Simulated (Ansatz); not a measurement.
Consider the following.

```xyz
2
Lattice="0.0000 3.2538 3.2538 3.2538 0.0000 3.2538 3.2538 3.2538 0.0000" Properties=species:S:1:pos:R:3 pbc="T T T"
Sr     0.0000     0.0000     0.0000
Te     3.2538     3.2538     3.2538
```

No spin polarisation.

Calculations: DFT with PBEsol, PAW potentials and a 420 eV plane-wave cutoff in Ansatz (an electronic-structure program), scalar-relativistic without spin-orbit coupling. Γ-centred 9×9×9 mesh, Fermi–Dirac width 0.05 eV.

Question: Estimate the hole mass (degenerate bands, along [100]).

Answer: 0.14, 0.80, 0.80 mₑ (at Γ).

Question: Predict the electron mass.

Answer: 1.3 mₑ along k, 0.23 mₑ across (at X).

Question: Predict the gap character.

Answer: Indirect, Γ → X.

Question: Estimate the smallest direct gap.

Answer: 2.23 eV.

With Te present, leaving out spin-orbit coupling can change the band edges. The cells carry an imposed strain or load. Effective masses come from finite differences of ±0.01 Å⁻¹. Along k means along the line from Γ to the band edge. Stability against distortions was not tested. The cell was made from SrTe in the rock salt structure (space group Fm-3m, No. 225) by this change: isotropic strain −1.50 %.
